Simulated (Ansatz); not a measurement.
Base system: In$_{2}$O$_{3}$ (space group P-3m1, No. 164; a = 3.4191 Å, c = 6.0937 Å; a hypothetical phase, not in the database extracts checked). Axes: x lies along a and z along c of the hexagonal cell.

Computed with Ansatz (a first-principles code) PBEsol, spin-orbit coupling left out.

Now apply this change: a pure shear with ε_xz = ε_zx = 0.0055, atoms relaxed at fixed cell.

Task: Predict the stress tensor and what it implies for the stiffness.

Result: Stress of the strained cell less that of the base (GPa, compression positive):
```
   0.02    0.58   -0.68
   0.58    0.01    0.00
  -0.68    0.00    0.02
```

Then −Δσ/γ with γ = 2ε = 0.0110 gives relaxed-ion elastic constants: C55 ≈ 62 GPa.

Whether these cells are dynamically stable was not tested. The base started in P3m1 and relaxed to P-3m1 at this level.
